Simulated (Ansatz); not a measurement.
A self-consistent single point of TiNbB₄ (P6/mmm, 6 atoms in the cell) with Ansatz (a quantum-chemistry and plane-wave program).

Method of the run: PBEsol, PAW files made with PBE (plane waves; Ansatz).

The change in words: lattice scaled by 0.98. Reference geometry:
```xyz
6
Lattice="3.0870 0.0000 0.0000 -1.5435 2.6734 0.0000 0.0000 0.0000 6.5994" Properties=species:S:1:pos:R:3 pbc="T T T"
Ti     0.0000     0.0000     3.2997
Nb     0.0000     0.0000     0.0000
B      0.0000     1.7823     4.8887
B      1.5435     0.8911     1.7108
B      1.5435     0.8911     4.8887
B      0.0000     1.7823     1.7108
```

Reference input (self-consistent single point, DFT, PBEsol, plane waves, PAW files made with PBE): kpoints.mp_grid.grid = 10 10 4; hamiltonian.xc = pbesol; hamiltonian.pseudopotentials = {kind: paw} (the program's default PAW files); scf.occupations.method = fermi_dirac; scf.occupations.width = 0.1 eV. This run's input differs from it in these lines:

```diff
@@ -2,5 +2,5 @@
   lattice:
-    - [3.087030, 0.000000, 0.000000]
-    - [-1.543515, 2.673446, 0.000000]
-    - [0.000000, 0.000000, 6.599430]
+    - [3.025289, 0.000000, 0.000000]
+    - [-1.512645, 2.619977, 0.000000]
+    - [0.000000, 0.000000, 6.467441]
   atoms:
```

Log, with long lists cut:

```
SCF iter   1: F=—  HF=-7590.314808 eV  |F-HF|=—  |Δ(HF+E_count)|=         —  Δρ=1.21e-1  dr2=1.97e1  ethr=3.10e-3  ⟨swp⟩=5.4  Hψ=4214  notcnv=0
all-band conjugate gradients solve this SCF's bands
preconditioner: auto → Kerker (q_TF=auto, 2.584 Å⁻¹)
SCF iter   2: F=—  HF=-7587.173128 eV  |F-HF|=—  |Δ(HF+E_count)|=    3.14e0  Δρ=6.66e-2  dr2=6.43e0  ethr=3.10e-3  ⟨swp⟩=3.0  Hψ=2372  notcnv=0
   [... lines left out ...]
SCF iter   6: F=—  HF=-7585.897717 eV  |F-HF|=—  |Δ(HF+E_count)|=   4.18e-4  Δρ=1.86e-4  dr2=1.01e-4  ethr=9.42e-6  ⟨swp⟩=2.1  Hψ=1221  notcnv=0
SCF iter   7: F=—  HF=-7585.897708 eV  |F-HF|=—  |Δ(HF+E_count)|=   8.28e-6  Δρ=3.42e-5  dr2=2.67e-6  ethr=2.74e-7  ⟨swp⟩=1.8  Hψ=1159  notcnv=0
SCF iter   8: F=—  HF=-7585.897716 eV  |F-HF|=—  |Δ(HF+E_count)|=   7.68e-6  Δρ=6.42e-6  dr2=3.38e-8  ethr=2.70e-10  ⟨swp⟩=5.0  Hψ=4873  notcnv=0
SCF iter   9: F=-7585.897716 eV  HF=-7585.897716 eV  |F-HF|=3.24e-9  |Δ(HF+E_count)|=   7.74e-9  Δρ=1.56e-6  dr2=3.51e-9  ethr=9.14e-11  ⟨swp⟩=2.0  Hψ=3379  notcnv=0
SCF 1 converged in 9 iterations: F = -7585.897716 eV  dr2 = 3.51e-9
Free energy (F): -7585.897716 eV
Internal energy: -7585.847867 eV  (E = F + TS)
E sigma→0 (E₀):  -7585.872791 eV
Entropy (-TS):   -0.049849 eV (-8.308 meV/atom)
Fermi energy:    17.622518 eV
--- Forces (eV/Å), atoms counted from 1 ---
  atom   1  Ti     0.00000000     0.00000000     0.00000000
  atom   2  Nb     0.00000000    -0.00000000     0.00000000
  atom   3  B     -0.00000000     0.00000000     0.03844090
  atom   4  B      0.00000000     0.00000000    -0.03844090
  atom   5  B      0.00000000    -0.00000000     0.03844090
  atom   6  B     -0.00000000     0.00000000    -0.03844090
--- Stress (GPa, compression-positive) ---
        8.269804      -0.000000      -0.000000
       -0.000000       8.269804       0.000000
       -0.000000       0.000000       3.268122
  P = ⅓ Tr σ = 6.6026 GPa (66.026 kbar)
  The stress holds the Pulay correction. Without it, at fixed plane waves, as pw.x and ABINIT print it: P = 6.4630 GPa
```

The run converged in 9 iterations. Against the reference run the free energy drops by 7.4 meV/atom, the pressure goes from -10.18 to 6.60 GPa and the largest force goes from 0.105 to 0.038 eV/Å.

The starting cell comes from a database of computed structures (which also holds hypothetical and non-ambient phases and stackings), without a prior relaxation at this level. Its lattice was rescaled by a random factor within 2.5 % of one. For this run, on top of that: lattice scaled by 0.98. Spin polarisation is off. With a pressure of about 7 GPa the cell is away from its equilibrium volume at this level. Ansatz's pressure includes its estimate of the finite-basis (Pulay) stress.

Keys are those of Ansatz 0.2.
